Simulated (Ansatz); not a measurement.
Faces of bcc V, relaxed in 1x1 cells (a = 2.997 Å). A vicinal face is read as terraces and steps: γ(θ) = γ(terrace)·cos θ + (β/h)·sin θ, with θ the angle to the terrace, h the step's height and β the energy a length of step; on such narrow terraces β holds the steps' interaction too.

Computed with PBE (plane waves to 420 eV, PAW; Ansatz, an electronic-structure program).

```
face   γ (J/m²)
-----  --------
(100)      2.41
(110)      2.44
(111)      2.71
(210)      2.52
(211)      2.71
(221)      2.67
(320)      2.51
```

Task: What step energy does (210) give on (110) terraces?

Result: θ = 18.4°, h = a/√2 = 2.12 Å, so β = (2.52 − 2.44·cos θ)·h / sin θ = 86 meV/Å (1 J/m² = 62.4 meV/Å²).

Task: What step energy does (211) give on (110) terraces?

Result: θ = 30.0°, h = a/√2 = 2.12 Å, so β = (2.71 − 2.44·cos θ)·h / sin θ = 158 meV/Å (1 J/m² = 62.4 meV/Å²).

Task: What step energy does (210) give on (100) terraces?

Result: θ = 26.6°, h = a/2 = 1.50 Å, so β = (2.52 − 2.41·cos θ)·h / sin θ = 76 meV/Å (1 J/m² = 62.4 meV/Å²).
